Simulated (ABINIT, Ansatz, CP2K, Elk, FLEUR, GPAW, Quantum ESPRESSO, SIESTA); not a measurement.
Code comparison for ReCl₆ (R-3, 7 atoms in the cell)

Self-consistent single point, at a second geometry (lattice scaled by 0.98). First geometry:

```
CELL_PARAMETERS angstrom
      3.04824     1.75990     5.55205
     -3.04824     1.75990     5.55205
      0.00000    -3.51980     5.55205
ATOMIC_POSITIONS crystal
  Re 0.00000 0.00000 0.00000
  Cl 0.61790 0.23109 0.91394
  Cl 0.38210 0.76891 0.08606
  Cl 0.91394 0.61790 0.23109
  Cl 0.08606 0.38210 0.76891
  Cl 0.23109 0.91394 0.61790
  Cl 0.76891 0.08606 0.38210
```
Moments meant for the start (each program seeds them in its own way; μB, in the order of the atoms Re Cl Cl Cl Cl Cl Cl): 1.0 0.0 0.0 0.0 0.0 0.0 0.0.

Shared settings, as Ansatz (a program for electronic structure) writes them: kpoints.mp_grid.grid = 3 3 3; scf.occupations.method = gaussian; scf.occupations.width = 0.0073 Ry. Potentials and cutoffs stand in the table.

| code | model | ΔF from the first geometry (meV/atom) | pressure (GPa) | largest force (eV/Å) | size of the net moment (μB/atom) | cutoff |
|---|---|---|---|---|---|---|
| CP2K | PBEsol, GPW, DZVP-MOLOPT-SR-GTH basis, GTH-PBE potentials (GTH_POTENTIALS) | 5.7 | 2.94 | 0.756 | 0.14 | grid 500 Ry |
| GPAW | PBEsol, GPAW PAW datasets PBEsol (made by gpaw-setup) | 7.8 | 2.89 | 0.730 | 0.14 | 550 eV |
| ABINIT | PBEsol, norm-conserving pseudopotentials (PseudoDojo nc-sr-04 PBEsol standard) | 7.4 | 3.07 | 0.718 | 0.14 | 980 eV |
| SIESTA | GGA PBEsol, numerical atomic orbitals DZP, PseudoDojo PBEsol standard norm-conserving potentials (rewritten from UPF to PSML) | -11.2 | 1.23 | 1.144 | 0.14 | grid 300 Ry |
| Elk | PBEsol, all-electron FP-LAPW, Elk's shipped species files, default APW+lo basis | – | – | – | 0.14 | default |
| Quantum ESPRESSO | PBEsol, PseudoDojo standard norm-conserving (PBESOL) pseudopotentials | 7.4 | 3.07 | 0.718 | 0.14 | 75 Ry |
| FLEUR | PBEsol, all-electron FLAPW (FLEUR), scalar-relativistic valence | – | – | 0.736 | 0.14 | Kmax 4.1 1/bohr |
| Ansatz | PBEsol, PAW files made with PBE | 7.9 | 3.12 | 0.729 | 0.14 | 30.9 Ry |

A dash marks a value that a program does not give, or that is left out as unsure.

On Ansatz's run: spin-orbit coupling is off. With one magnetic atom in the cell only a parallel order is possible.

The spread over the programs that give each value: ΔF from the first geometry within 19.1 meV/atom; pressure within 1.89 GPa; largest force within 0.426 eV/Å; size of the net moment within 0.00 μB/atom.

CP2K and SIESTA use small atom-centred bases, whose incompleteness enters pressures, forces and empty levels differently from a plane-wave cutoff. Elk and FLEUR treat all electrons, but the usual bases taken here (sphere radii, linearisation, local orbitals, empty states) were not tested for convergence, so the values are no reference for the others. Ansatz's pressure is given at a fixed set of plane waves, as the other plane-wave codes print theirs. In the pressure, SIESTA (by 1.84) lies more than 1 GPa from the median of the plane-wave programs. In the force vectors, SIESTA (by 0.421) lies more than 0.08 eV/Å from the median of the plane-wave programs.

The shared mesh is coarse (it stands for a supercell whose shortest vector is 18 Å), so the values are not converged in it.

The starting cell comes from a database of computed structures (which also holds hypothetical and non-ambient phases and stackings), without a prior relaxation at this level. For this run, on top of that: lattice scaled by 0.98.

Keys are those of Ansatz 0.2.
